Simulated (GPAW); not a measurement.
A self-consistent single point of TiPt3 (P6_3/mmc, 8 atoms in the cell) with GPAW.

Method: PBEsol, GPAW PAW datasets PBEsol (made by gpaw-setup) (plane waves; GPAW).

```xyz
8
Lattice="5.6695 0.0000 0.0000 -2.8348 4.9100 0.0000 0.0000 0.0000 4.5680" Properties=species:S:1:pos:R:3 pbc="T T T"
Ti     0.0000     3.2733     3.4260
Ti     2.8348     1.6367     1.1420
Pt     0.0000     1.6419     1.1420
Pt     2.8348     3.2680     3.4260
Pt     4.2476     0.8210     3.4260
Pt    -1.4128     4.0890     1.1420
Pt     1.4128     4.0890     1.1420
Pt     1.4220     0.8210     3.4260
```

Reference input (self-consistent single point, DFT LDA (Perdew-Wang 92), plane waves, GPAW PAW datasets LDA (gpaw-data 1.0.1)): mode = pw; ecut = 850 eV; xc = LDA; kpts = 5 5 5; mesh shift (steps) = 0 0 0; occupations.name = methfessel-paxton; occupations.width = 0.1 eV; occupations.order = 0; nbands = -12; convergence.density = 1e-05 e/electron; convergence.energy = 1e-05 eV/electron; symmetry.symmorphic = false. This run's input differs from it in these lines:

```diff
@@ -19,3 +19,3 @@
 calc = GPAW(mode={'name': 'pw', 'ecut': 850},
-            xc='LDA',
+            xc='PBEsol',
             kpts=(5, 5, 5),
```

Its files differ too (potentials: GPAW PAW datasets PBEsol (made by gpaw-setup)).

The program printed (abridged):

```
     iter     time        total  log10-change:
                         energy   eigst   dens
iter:   1 --:--:--   -70.508592
iter:   2 --:--:--   -68.416944   -1.10  -1.28
iter:   3 --:--:--   -67.146928   -1.73  -1.38
iter:   4 --:--:--   -64.949311   -0.88  -1.45
iter:   5 --:--:--   -64.705497   -1.56  -1.92
   [... 5 lines left out ...]
iter:  11 --:--:--   -64.650789   -3.67  -3.05
iter:  12 --:--:--   -64.650884   -4.55  -3.30
iter:  13 --:--:--   -64.652473   -3.54  -3.31
iter:  14 --:--:--   -64.652226   -4.59  -3.08
iter:  15 --:--:--   -64.652067c  -4.87  -3.07
iter:  16 --:--:--   -64.651579c  -5.32  -3.10
iter:  17 --:--:--   -64.651639c  -4.81  -3.16
iter:  18 --:--:--   -64.651141c  -4.48  -3.17
iter:  19 --:--:--   -64.651395c  -4.84  -3.41
   [... 2 lines left out ...]
iter:  22 --:--:--   -64.651082c  -5.83  -3.92
iter:  23 --:--:--   -64.651091c  -6.27  -4.14
iter:  24 --:--:--   -64.651091c  -6.57  -4.35
iter:  25 --:--:--   -64.651094c  -6.88  -4.41
iter:  26 --:--:--   -64.651095c  -7.42c -4.84
iter:  27 --:--:--   -64.651094c  -8.31c -5.03c
Converged after 27 iterations.

Dipole moment: (-0.000000, 0.000000, -0.000000) |e|*Ang

Energy contributions relative to reference atoms: (reference = -3047809.041303)

Kinetic:        -85.110943
Potential:      +61.136787
External:        +0.000000
XC:             -37.693315
Entropy (-ST):   -0.013083
Local:           -2.977082
SIC:             +0.000000
--------------------------
Free energy:    -64.657636
Extrapolated:   -64.651094

Showing only first 2 kpts
 Kpt  Band  Eigenvalues  Occupancy
  0    58     10.75484    1.62863
  0    59     10.82533    0.91804
  0    60     11.94573    0.00000
  0    61     11.94574    0.00000

  1    58     10.62682    1.99316
  1    59     10.80277    1.17110
  1    60     11.82464    0.00000
  1    61     11.82464    0.00000

Fermi level: 10.81805

No gap
   [... lines left out ...]
  2 Pt    0.00000   -0.06848    0.00000
  3 Pt   -0.00000    0.06848    0.00000
  4 Pt    0.05930   -0.03424   -0.00000
  5 Pt   -0.05930    0.03424   -0.00000
  6 Pt    0.05930    0.03424    0.00000
  7 Pt   -0.05930   -0.03424    0.00000

Stress tensor:
     0.095208     0.000000     0.000000
     0.000000     0.095208     0.000000
     0.000000     0.000000     0.096216
Stress (GPa, Voigt): [15.254  15.254  15.4154  0.      0.      0.    ]
```

The run converged in 27 iterations. GPAW prints stress with tension positive. Against the reference run the pressure goes from -20.39 to -15.31 GPa and the largest force goes from 0.061 to 0.068 eV/Å.

The starting cell comes from a database of computed structures (which also holds hypothetical and non-ambient phases and stackings), without a prior relaxation at this level. Its lattice was rescaled by a random factor within 2.5 % of one. Spin polarisation is off. With a pressure of about -15 GPa the cell is away from its equilibrium volume at this level.

Cost on one core of a shared machine: roughly 3 min.
